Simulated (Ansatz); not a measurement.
# Pressure series in RuSi

Base system: RuSi (space group P2_13, No. 198; a = 4.705 Å).

Cell and atoms are relaxed at each pressure.

Computed with r2SCAN (Ansatz, a quantum-chemistry and plane-wave program; PAW; 500 eV plane waves; spin-orbit coupling left out).

| change | shortest interatomic distance | density |
|---|---|---|
| base | 2.378 Å | 8.24 g/cm³ |
| pressure −2 GPa | 2.381 Å | 8.16 g/cm³ |
| pressure −1 GPa | 2.380 Å | 8.20 g/cm³ |
| pressure 0.9 GPa | 2.376 Å | 8.27 g/cm³ |
| pressure 2.1 GPa | [?] | 8.31 g/cm³ |
| pressure 4.5 GPa | 2.371 Å | [?] |
| pressure 9 GPa | [?] | 8.55 g/cm³ |
| pressure 30 GPa | 2.333 Å | [?] |

### Question
What belongs in the blanks?

### Answer

- pressure 2.1 GPa, shortest interatomic distance: 2.374 Å
- pressure 4.5 GPa, density: 8.40 g/cm³
- pressure 9 GPa, shortest interatomic distance: 2.364 Å
- pressure 30 GPa, density: 9.13 g/cm³

Load acts through the strain it causes; cell and atoms are relaxed under it. Stability against distortions was not tested. Competing high-pressure phases were not computed.
